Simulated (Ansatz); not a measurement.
Take Ti3Al (space group P6_3/mmc, No. 194; a = 5.7471 Å, c = 4.6315 Å) as the base. Axes: x lies along a and z along c of the hexagonal cell.

Calculations: r2SCAN/PAW in Ansatz (a program for electronic structure), spin-orbit coupling left out.

Strains are applied to the cell and any free atomic positions relax; under biaxial strain the out-of-plane vector relaxes too.

One change was made to it. Results:

The pressure (mean of the normal stresses, compression positive) goes from zero to -0.8 GPa; the energy goes up by 0.6 meV/atom; the shortest interatomic distance goes up by 0.014 Å, from 2.813 Å to 2.827 Å; the band gap remains zero.

**Question.** What was done to the base?
A) uniaxial strain ε_yy = −4.87 %
B) biaxial strain +2.51 %, plane normal [001], relaxed out of plane
C) biaxial strain +2.13 %, plane normal [001], relaxed out of plane
D) biaxial strain +0.48 %, plane normal [001], relaxed out of plane

**Answer.** D, biaxial strain +0.48 %, plane normal [001], relaxed out of plane. For comparison, the energy relative to the base in the other runs: biaxial strain +2.51 %, plane normal [001], relaxed out of plane gives +15 meV/atom; biaxial strain +2.13 %, plane normal [001], relaxed out of plane gives +11 meV/atom; uniaxial strain ε_yy = −4.87 % gives +27 meV/atom.

Stability against distortions was not tested. The final runs are not spin-polarised.
